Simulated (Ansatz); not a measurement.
A computed series for hypothetical zinc blende SbAs: pressure series

Start from SbAs in the zinc blende structure (space group F-43m, No. 216; a = 6.538 Å; a hypothetical phase, not in the database extracts checked).

Cell and atoms are relaxed at each pressure.

The values are results of PBE (Ansatz, a program for electronic structure, PAW, spin-orbit coupling left out), not measurements.

Notes on the quantities. enthalpy: H = E + PV relative to the base's energy.

```
variant           shortest interatomic distance       enthalpy
----------------  -----------------------------  -------------
base                                    2.831 Å              –
pressure −2 GPa                         2.887 Å  -0.45 eV/atom
pressure −1 GPa                         2.857 Å  -0.22 eV/atom
pressure 1.8 GPa                        2.790 Å  +0.38 eV/atom
pressure 4.2 GPa                        2.745 Å  +0.87 eV/atom
pressure 9 GPa                          2.675 Å  +1.79 eV/atom
pressure 18 GPa                         2.585 Å  +3.36 eV/atom
pressure 30 GPa                         2.501 Å  +5.25 eV/atom
pressure 45 GPa                         2.425 Å  +7.40 eV/atom
pressure 60 GPa                         2.368 Å  +9.38 eV/atom
```

Load acts through the strain it causes; cell and atoms are relaxed under it. Stability against distortions was not tested. Competing high-pressure phases were not computed. The final runs are not spin-polarised.
